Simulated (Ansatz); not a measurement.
# Response to strain in Zr

Take Zr in the hcp (Mg type) structure (space group P6_3/mmc, No. 194; a = 3.182 Å, c = 5.124 Å; relaxed with 0.1 eV smearing) as the base.

Strains are applied to the cell and any free atomic positions relax.

All numbers come from PBEsol in Ansatz (plane waves to 420 eV, PAW, without spin-orbit coupling).

Notes on the quantities. energy relative to the base: free energy F.

| isotropic strain (%) | energy relative to the base (meV/atom) |
|---|---|
| -3 | 60.1 |
| -2.5 | 41.3 |
| -2 | ? |
| -1.5 | 14.5 |
| -0.5 | 1.6 |
| 0 | 0.0 |
| 1 | 6.1 |
| 2 | 23.8 |
| 2.5 | 36.8 |

Problem. Fit ΔE = Aε² + Bε³ (ε in %) to the rows shown and predict the withheld row.

Solution. Least squares on the printed values gives A = 6.25 and B = -0.14 meV/atom (largest residual 0.0 meV/atom); this predicts 26.1 meV/atom, and the run gives 26.1 meV/atom, in agreement.

No phonon test of stability was made. All final runs are without spin polarisation.

Ansatz is a program for electronic structure.
